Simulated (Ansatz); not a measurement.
**BN: element substitutions**

Take BN in the zinc blende structure (space group F-43m, No. 216; a = 3.606 Å) as the base.

Each row replaces one element on all its sites; cell and atoms are relaxed.

Level of theory: PBEsol (Ansatz, a first-principles code; PAW; 420 eV plane waves; no spin-orbit coupling).

```csv
change,lattice parameter a,band gap
base,3.606 Å,4.30 eV
B → Al,4.378 Å,(withheld)
B → Ge,4.725 Å,zero
B → Be,(withheld),zero
```

**Question.** Complete the table.

**Answer.** 
- B → Al, band gap: 3.19 eV
- B → Be, lattice parameter a: 3.929 Å

Whether these cells are dynamically stable was not tested. As relaxed here, GeN and BeN are hypothetical phases, not in the database extracts checked. The final runs are not spin-polarised. An odd electron count without spin: GeN and BeN. This is not the structure that AlN has at room temperature and ambient pressure.
